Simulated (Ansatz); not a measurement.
This Ansatz (a program for electronic structure) input is the reference run, MgO in the rock salt structure (space group Fm-3m, No. 225), computed with Ansatz, PBEsol, PAW, cutoff 420 eV, no SOC:

Ansatz 0.2 input:
```yaml
crystal:
  lattice:
    - [0, 2.1070460023, 2.1070460023]
    - [2.1070460023, 0, 2.1070460023]
    - [2.1070460023, 2.1070460023, 0]
  atoms:
    - { symbol: Mg, position: [0, 0, 0] }
    - { symbol: O, position: [0.5, 0.5, 0.5] }
basis: { ecutwfc: 420, ecutrho_ratio: 4, xc_grid: 2, fft_grid_basis: typed }
kpoints: { mp_grid: { grid: [13, 13, 13] } }
hamiltonian:
  xc: pbesol
  dispersion: none
  pseudopotentials: { kind: paw }
scf: { occupations: { method: fermi_dirac, width: 0.05 }, convergence: { dr2_threshold: 0.0000000002 } }
output: { forces: true, stress: true }
checkpoint: { write: state.ck, write_every: 1000 }
```

Q: Write the input for this change: a hydrostatic pressure of 0.9 GPa.

A: 
Ansatz 0.2 input:
```yaml
crystal:
  lattice:
    - [0, 2.1070460023, 2.1070460023]
    - [2.1070460023, 0, 2.1070460023]
    - [2.1070460023, 2.1070460023, 0]
  atoms:
    - { symbol: Mg, position: [0, 0, 0] }
    - { symbol: O, position: [0.5, 0.5, 0.5] }
basis: { ecutwfc: 420, ecutrho_ratio: 4, xc_grid: 2, fft_grid_basis: typed }
kpoints: { mp_grid: { grid: [13, 13, 13] } }
hamiltonian:
  xc: pbesol
  dispersion: none
  pseudopotentials: { kind: paw }
scf: { occupations: { method: fermi_dirac, width: 0.05 } }
relax: { f_tol: 0.01, max_steps: 60, cell: { stress_tol: 0.02, p_target: 0.9 } }
output: { forces: true, stress: true }
checkpoint: { write: state.ck, write_every: 1000 }
```
This is the input that was run.

Load acts through the strain it causes; cell and atoms are relaxed under it. No phonon test of stability was made.
